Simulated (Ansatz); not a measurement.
Base system: MgS in the rock salt structure (space group Fm-3m, No. 225).

```
MgS
1.0
    0.00000     2.56462     2.56462
    2.56462     0.00000     2.56462
    2.56462     2.56462     0.00000
Mg S
1 1
Direct
  0.00000   0.00000   0.00000
  0.50000   0.50000   0.50000
```

Cartesian axes are those of the cell as printed.

All numbers come from LDA/PAW in Ansatz (an electronic-structure program), no SOC.

Before the change:

| Item | Result |
|---|---|
| Smallest direct gap | 3.83 eV |

Now apply this change: biaxial strain −1.25 %, plane normal [111], relaxed out of plane (Cartesian); in-plane vectors clamped, the third vector and the atoms free.

**Question.** What does the calculation give for the out-of-plane strain after the change?

**Answer.** The out-of-plane strain is +0.71 %.

**Question.** Predict the new energy relative to the base.

**Answer.** The energy goes up by 3.0 meV/atom.

**Question.** Estimate the effect on the smallest direct gap.

**Answer.** The smallest direct gap grows by 0.07 eV, from 3.83 eV to 3.90 eV.

No phonon test of stability was made.
